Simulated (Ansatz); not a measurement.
**Bi₂Te₂Se (space group R-3m, No. 166; a cell from a computed database, its experimental status unchecked)**

```
Bi2Te2Se
1.0
    2.15183     1.24236    10.28086
   -2.15183     1.24236    10.28086
    0.00000    -2.48472    10.28086
Bi Te Se
2 2 1
Direct
  0.60678   0.60678   0.60678
  0.39322   0.39322   0.39322
  0.21652   0.21652   0.21652
  0.78348   0.78348   0.78348
  0.00000   0.00000   0.00000
```

Method: Ansatz (an electronic-structure program), r2SCAN+rVV10, PAW, cutoff 500 eV, scalar-relativistic without spin-orbit coupling. Γ-centred 9×9×9 mesh, Fermi–Dirac width 0.05 eV.

| Quantity | Value |
|---|---|
| Volume per atom | 32.98 Å³ |
| Density | 7.57 g/cm³ |
| Band gap | 0.51 eV, direct at Γ |
| Electron mass | 0.20 mₑ along c, 0.086 mₑ across |
| Hole mass | 0.19 mₑ along c, 0.17 mₑ across |
| Total energy | -8855.928 eV/atom (σ→0; compares only within this code and set-up) |

Spin-orbit coupling, missing from the scalar runs, can matter with Bi and Te. Masses are band curvatures over ±0.01 Å⁻¹ around the edge. Whether these cells are dynamically stable was not tested.
